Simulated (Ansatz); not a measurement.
Ga2O3 (C2/m, No. 12, 10 atoms in the cell; start COD 7249717), treated with HSE06 (PAW; Ansatz, a program for electronic structure).

Settings: plane-wave cutoff 460 eV, 8×8×4 k mesh (along the axes of the cell as run), Fermi–Dirac smearing 0.01 eV, scalar-relativistic PAW data made under PBE.

Cell (relaxed at this level):

Ga2O3 is taken in the monoclinic space group C2/m (No. 12), Pearson symbol mS20. Lattice parameters: a = 12.277 Å, b = 3.043 Å, c = 5.809 Å, α = γ = 90.00°, β = 103.82°. Ga1 on 4i is surrounded by 4 O at 1.834–1.868 Å (tetrahedral). Ga2 on 4i is coordinated by 6 O at 1.942–2.081 Å (octahedral). O1 on 4i has 1 Ga at 1.868 Å and 3 Ga at 2.011–2.081 Å. O2 on 4i is surrounded by 1 Ga at 1.834 Å and 2 Ga at 1.942 Å. O3 on 4i is coordinated by 2 Ga at 1.837 Å and 1 Ga at 1.942 Å (trigonal planar). (Neighbours: up to the widest gap in distance over summed covalent radii, below 1.35, at either atom; cation-cation and far metal-metal contacts left out.)
(The calculation used a cell of 10 atoms; values per cell refer to that cell.)

Task: Predict the band gap and smallest direct gap on the k points sampled.

Result: 
- band gap: 4.17 eV
- smallest direct gap on the k points sampled: 4.18 eV

Note: the relaxation could not lower the start's symmetry, so the cell can be a saddle point above a distorted one.

Spin–orbit coupling is not included.

The computed numbers hold no vibrational or temperature effects.

The result took very roughly 90 core-minutes.
